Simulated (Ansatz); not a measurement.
H on the 1x1 (111) surface of fcc Ni, ferromagnetic, one in a 1x1 cell, started at the site 'hollow Ni-Ni-Ni over Ni at depth 4.0 Å'

The numbers are results of PBE (plane waves to 420 eV, PAW; Ansatz, a quantum-chemistry and plane-wave program), not measurements.

Slab: 5 atoms, 6.0 Å thick at the start under the adsorbate (thin: gaps and levels are the slab's own); k 14x14x1, smearing 0.1 eV, dipole-corrected; 2 atoms held, the rest relaxed; symmetry of the start imposed; spin-polarised, no spin-orbit, no U, no dispersion correction. At the end it is bonded to 3 Ni. In PBE it is, or lies within 0.03 eV of, the lowest of the starts that converged.

adsorption energy against ½ H2(g): -53 kJ/mol
work function of the top face: 5.06 eV
change of the work function: -0.019 eV
change of the step from the bottom to the top vacuum level, against the clean slab: 0.005 eV
energy released by relaxation: 0.027 eV
height of the binding atom over the mean of the host atoms within 0.3 Å of the top one: 0.859 Å
magnetic moment of the cell: 1.97 μB
nearest host atoms of the binding atom: Ni at 1.67 Å, Ni at 3.26 Å, Ni at 4.95 Å
largest move of a host atom: 0.06 Å
cost: very roughly 110 core-seconds

A negative adsorption energy means that the adsorbate is more stable on the surface than in its reference.
